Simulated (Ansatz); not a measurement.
We consider LuAlN₂ (model structure, started from the ScAlN2 type, P3m1, No. 156, 4 atoms in the cell), described by PBE+SOC in Ansatz (PAW).

Numerical settings: plane-wave cutoff 520 eV, 12×12×6 k mesh (along the axes of the cell as run), Fermi–Dirac smearing 0.01 eV, PAW data made under PBE.

Cell (relaxed with PBEsol):

```yaml
crystal:
  lattice:
    - [3.39808, 0.00000, 0.00000]
    - [-1.69904, 2.94282, 0.00000]
    - [0.00000, 0.00000, 5.34375]
  atoms:
    - { symbol: Lu, position: [0.33333, 0.66667, 0.99435] }
    - { symbol: N, position: [0.33333, 0.66667, 0.41371] }
    - { symbol: Al, position: [0.66667, 0.33333, 0.50642] }
    - { symbol: N, position: [0.66667, 0.33333, 0.85553] }
```

**Question.** Predict the band gap and smallest direct gap on the k points sampled.

**Answer.** 
band gap: 2.05 eV (indirect)
smallest direct gap on the k points sampled: 2.80 eV

Note: the relaxation could raise the start's symmetry but not lower it, so the cell can be a saddle point; cell and atoms aren't relaxed at this level (largest force component 0.13 eV/Å, pressure 4.1 GPa).

The computed numbers hold no vibrational or temperature effects.

It cost roughly 50 core-seconds of CPU time.

A model structure was made by putting elements into a prototype or built by hand; it is no filed structure, need not be a known phase, and can be a saddle point held by its symmetry.

Ansatz is a quantum-chemistry and plane-wave program.
